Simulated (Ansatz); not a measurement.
For CdSe (zinc blende, F-43m) at 375 K, quasi-harmonic approximation with LDA in Ansatz (a quantum-chemistry and plane-wave program) gives a volume expansion coefficient α_V = 12.07 × 10⁻⁶ K⁻¹, an isothermal bulk modulus B_T = 52.4 GPa, a molar volume V_m = 32.804 cm³/mol and C_V = 48.68 J/(mol K). The cell was generated from a structure type, relaxed within its symmetry, and need not be the phase found at ambient conditions. Dynamical quadrupoles are not included in the interpolation of the phonons between the solved wave vectors.

**Question.** Work out the Grüneisen parameter, C_P and the adiabatic bulk modulus.

**Answer.** γ = α_V B_T V_m / C_V = 0.43. C_P − C_V = α_V² B_T V_m T = 0.09 J/(mol K), so C_P = 48.77 J/(mol K). B_S = B_T C_P/C_V = B_T (1 + α_V γ T) = 52.5 GPa.

The PAW data sets were generated under PBE and serve the other functionals too.
